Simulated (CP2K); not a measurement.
# Input and output of a self-consistent single point for Cu3N (Pm-3m, 4 atoms in the cell) (CP2K)

Method: PBE, GPW, DZVP-MOLOPT-SR-GTH basis, GTH-PBE potentials (GTH_POTENTIALS) (CP2K 2026.2).

Input:

```
&GLOBAL
  PROJECT run
  RUN_TYPE ENERGY_FORCE
  PRINT_LEVEL MEDIUM
&END GLOBAL
&FORCE_EVAL
  METHOD Quickstep
  STRESS_TENSOR ANALYTICAL
  &DFT
    BASIS_SET_FILE_NAME BASIS_MOLOPT
    POTENTIAL_FILE_NAME GTH_POTENTIALS
    &QS
      METHOD GPW
      EPS_DEFAULT 1E-10
    &END QS
    &MGRID
      CUTOFF 600
      REL_CUTOFF 50
      NGRIDS 5
    &END MGRID
    &SCF
      SCF_GUESS ATOMIC
      EPS_SCF 1E-6
      MAX_SCF 100
      ADDED_MOS 7
      &DIAGONALIZATION
        ALGORITHM STANDARD
      &END DIAGONALIZATION
      &MIXING
        METHOD BROYDEN_MIXING
        ALPHA 0.3
        NBUFFER 12
        BETA 1.5
      &END MIXING
      &SMEAR ON
        METHOD GAUSSIAN
        SIGMA [eV] 0.272
      &END SMEAR
    &END SCF
    &KPOINTS
      SCHEME MONKHORST-PACK 7 7 7
    &END KPOINTS
    &XC
      &XC_FUNCTIONAL PBE
      &END XC_FUNCTIONAL
    &END XC
    &PRINT
      &MO
        EIGENVALUES T
        OCCUPATION_NUMBERS T
        NDIGITS 8
        FILENAME mo
        &EACH
          QS_SCF 0
        &END EACH
        ADD_LAST NUMERIC
      &END MO
      &MULLIKEN ON
      &END MULLIKEN
    &END PRINT
  &END DFT
  &SUBSYS
    &CELL
      A 3.83607200 0.00000000 0.00000000
      B 0.00000000 3.83607200 0.00000000
      C 0.00000000 0.00000000 3.83607200
      PERIODIC XYZ
    &END CELL
    &COORD
      SCALED
      Cu       0.00000000     0.00000000     0.50000000
      Cu       0.50000000     0.00000000     0.00000000
      Cu       0.00000000     0.50000000     0.00000000
      N        0.00000000     0.00000000     0.00000000
    &END COORD
    &KIND Cu
      BASIS_SET DZVP-MOLOPT-SR-GTH
      POTENTIAL GTH-PBE-q11
    &END KIND
    &KIND N
      BASIS_SET DZVP-MOLOPT-SR-GTH
      POTENTIAL GTH-PBE-q5
    &END KIND
  &END SUBSYS
  &PRINT
    &FORCES ON
    &END FORCES
    &STRESS_TENSOR ON
    &END STRESS_TENSOR
  &END PRINT
&END FORCE_EVAL
```

Output, abridged:

```
 GLOBAL| Method name                                                        CP2K
 GLOBAL| Project name                                                        run
 GLOBAL| Run type                                                   ENERGY_FORCE

 CELL| Volume [angstrom^3]:                                            56.449520
 CELL| Vector a [angstrom]:       3.836     0.000     0.000   |a| =     3.836072
 CELL| Vector b [angstrom]:       0.000     3.836     0.000   |b| =     3.836072
 CELL| Vector c [angstrom]:       0.000     0.000     3.836   |c| =     3.836072
 CELL| Angle (b,c), alpha [degree]:                                    90.000000
 CELL| Angle (a,c), beta  [degree]:                                    90.000000
 CELL| Angle (a,b), gamma [degree]:                                    90.000000
 CELL| Numerically orthorhombic:                                             YES
 CELL| Periodicity                                                           XYZ

 DFT| Spin restricted Kohn-Sham (RKS) calculation                            RKS
 DFT| Multiplicity                                                             1
 DFT| Number of spin states                                                    1
 DFT| Charge                                                                   0
 DFT| XC density smoothing                                                  NONE
 DFT| XC derivatives                                                          PW

 QS| Method:                                                                 GPW
 QS| Density plane wave grid type                        NON-SPHERICAL FULLSPACE
 QS| Number of grid levels:                                                    5
 QS| Density cutoff [a.u.]:                                                300.0
 QS| Multi grid cutoff [a.u.]: 1) grid level                               300.0
   [... lines left out ...]
 BRILLOUIN| Wavefunction type                                            COMPLEX
 BRILLOUIN| List of Kpoints [2 Pi/Bohr]                                      172
 BRILLOUIN| Number           Weight            X              Y              Z
 BRILLOUIN|     1           0.00583       -0.42857       -0.42857       -0.42857
 BRILLOUIN|     2           0.00583       -0.42857       -0.42857       -0.28571
 BRILLOUIN|     3           0.00583       -0.42857       -0.42857       -0.14286
   [... 169 lines left out ...]
 *******************************************************************************

 Extrapolation method: initial_guess

 Re-scaling the density matrix to get the right number of electrons
                  # Electrons              Trace(P)               Scaling factor
                           38                38.000                        1.000

 Number of electrons:                                                         38
 Number of occupied orbitals:                                                 19
 Number of molecular orbitals:                                                26

 Number of orbital functions:                                                 88
 Number of independent orbital functions:                                     88
 SCF WAVEFUNCTION OPTIMIZATION

  Step     Update method      Time    Convergence         Total energy    Change
     1 NoMix/Diag. 0.30E+00      -     0.52811730      -154.3120366810 -1.54E+02
     2 Broy./Diag. 0.30E+00      -     0.22725275      -156.4922751678 -2.18E+00
     3 Broy./Diag. 0.30E+00      -     0.11846321      -154.3405418596  2.15E+00
     4 Broy./Diag. 0.30E+00      -     0.06290908      -154.1490536551  1.91E-01
     5 Broy./Diag. 0.30E+00      -     0.00872475      -154.3034828220 -1.54E-01
     6 Broy./Diag. 0.30E+00      -     0.00497187      -154.3845149973 -8.10E-02
     7 Broy./Diag. 0.30E+00      -     0.00251472      -154.2766305133  1.08E-01
   [... 5 lines left out ...]
    13 Broy./Diag. 0.30E+00      -     0.00001427      -154.2837916392 -1.94E-03
    14 Broy./Diag. 0.30E+00      -     0.00000959      -154.2837856504  5.99E-06
    15 Broy./Diag. 0.30E+00      -     0.00000406      -154.2836054646  1.80E-04
    16 Broy./Diag. 0.30E+00      -     0.00000168      -154.2836002437  5.22E-06
    17 Broy./Diag. 0.30E+00      -     0.00000022      -154.2836000910  1.53E-07
  *** SCF run converged in    17 steps ***

  Electronic density on regular grids:        -37.9999999977        0.0000000023
  Core density on regular grids:               37.9999999959       -0.0000000041
  Total charge density on r-space grids:       -0.0000000017
  Total charge density g-space grids:          -0.0000000017

  Overlap energy of the core charge distribution:               0.00000015254391
  Self energy of the core charge distribution:               -218.05893848864687
  Core Hamiltonian energy:                                     72.74175516351200
  Hartree energy:                                              16.85281476486755
  Exchange-correlation energy:                                -25.81922025364311
  Smearing free energy correction:                             -0.00001142973820
  Fermi energy:                                                 0.16205143119279

  Total energy:                                              -154.28360009099217
  Total energy (extrapolated to sigma->0):                   -154.28359437612306

                     Mulliken Population Analysis

 #  Atom  Element  Kind  Atomic population                           Net charge
       1     Cu       1         10.927682                              0.072318
       2     Cu       1         10.927682                              0.072318
       3     Cu       1         10.927681                              0.072319
       4     N        2          5.216955                             -0.216955
 # Total charge                             38.000000                  0.000000

 ENERGY| Total FORCE_EVAL ( QS ) energy [hartree]           -154.283599844716008

 FORCES| Atomic forces [hartree/bohr]
 FORCES|   Atom     x               y               z               |f|
 FORCES|      1  2.69835273E-09  2.69835231E-09  3.50737965E-09   5.18304203E-09
 FORCES|      2  3.50738203E-09  2.69835342E-09  2.69835360E-09   5.18304467E-09
 FORCES|      3  2.69835293E-09  3.50738239E-09  2.69835341E-09   5.18304456E-09
 FORCES|      4  1.73963070E-10  1.73957116E-10  1.73960225E-10   3.01307796E-10
 FORCES| Sum     9.07805076E-09  9.07804524E-09  9.07804689E-09
 FORCES| Total atomic force                                       1.57236397E-08

 STRESS| Analytical stress tensor [bar]
 STRESS|                        x                   y                   z
 STRESS|      x        1.53392229106E+04   2.85182211318E-03   2.85182097762E-03
 STRESS|      y        2.85182211318E-03   1.53392496548E+04   2.85182196275E-03
 STRESS|      z        2.85182097762E-03   2.85182196275E-03   1.53392137763E+04
 STRESS| 1/3 Trace                                             1.53392287806E+04
```

The run converged in 17 iterations.

The starting cell comes from a database of computed structures (which also holds hypothetical and non-ambient phases and stackings), without a prior relaxation at this level. Its lattice was rescaled by a random factor within 2.5 % of one. Values carry the incompleteness of an atom-centred basis.

Cost on one core of a shared machine: roughly 80 s.
